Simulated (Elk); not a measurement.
Worked example: self-consistent single point of NiAl (P4mm, 2 atoms in the cell) in Elk.

Method: LDA (PW92), all-electron FP-LAPW, Elk's shipped species files, default APW+lo basis (Elk).

```xyz
2
Lattice="2.8813 0.0000 0.0000 0.0000 2.8813 0.0000 0.0000 0.0000 2.8813" Properties=species:S:1:pos:R:3 pbc="T T T"
Al     1.4407     1.4407     1.4907
Ni     0.0000     0.0000     0.0000
```

Reference input (self-consistent single point, DFT, LDA (PW92), all-electron FP-LAPW, Elk's shipped species files, default APW+lo basis): swidth = 0.00367493 Ha; ngridk = 7 7 7; rmtscf = 0.95; maxscl = 100. This run's input differs from it in these lines:

```diff
@@ -8,2 +8,8 @@
   0.00367493
+
+epspot
+  3.7e-16
+
+epsengy
+  3.7e-14
```

Log, with long lists cut:

```
│ Self-consistent loop started │
│ Loop number : 1 │
 total energy                :     -1771.32220345
│ Loop number : 2 │
 total energy                :     -1770.75869341
RMS change in Kohn-Sham potential (target) :   0.2864954507     (  0.3700000000E-15)
Absolute change in total energy (target)   :   0.5635100398     (  0.3700000000E-13)
│ Loop number : 3 │
 total energy                :     -1766.62462701
RMS change in Kohn-Sham potential (target) :   0.1617122679     (  0.3700000000E-15)
Absolute change in total energy (target)   :    4.274943915     (  0.3700000000E-13)
│ Loop number : 4 │
   [... lines left out ...]
Absolute change in total energy (target)   :   0.6254595064E-08 (  0.3700000000E-13)
│ Loop number : 98 │
 total energy                :     -1760.36542989
RMS change in Kohn-Sham potential (target) :   0.6640145883E-09 (  0.3700000000E-15)
Absolute change in total energy (target)   :   0.9846644389E-08 (  0.3700000000E-13)
│ Loop number : 99 │
 total energy                :     -1760.36542990
RMS change in Kohn-Sham potential (target) :   0.6986830047E-09 (  0.3700000000E-15)
Absolute change in total energy (target)   :   0.1021044227E-07 (  0.3700000000E-13)
│ Loop number : 100 │
Reached self-consistent loops maximum

Energies :
 Fermi                       :     0.320811310642
 total energy                :     -1760.36542989

Density of states at Fermi energy :    16.66254533
 (states/Hartree/unit cell)

Estimated indirect band gap :   0.4021870333E-02
 from k-point     48 to k-point     50
Estimated direct band gap   :   0.4760095319E-01
 at k-point     49

Charges :
 core                        :    16.00000000
 valence                     :    25.00000000
 interstitial                :    2.655878060
 muffin-tins (core leakage)
  species :    1 (Al)
   atom    1                 :    11.12489971     (  0.8978518332E-03)
  species :    2 (Ni)
   atom    1                 :    27.21922223     (  0.5672017018E-03)
 total in muffin-tins        :    38.34412194
 total calculated charge     :    40.98773326
 total charge                :    41.00000000
 error                       :   0.1226674417E-01

│ Self-consistent loop stopped │
```

The run ended unconverged after 100 iterations. 

The starting cell has typed, rounded lattice constants, without a prior relaxation at this level. Its lattice was rescaled by up to half a per cent. One atom was moved a little off its site on purpose. Values depend on the basis (sphere radii, cutoffs, local orbitals), which need not be converged.

Cost on one core of a shared machine: roughly 50 s.
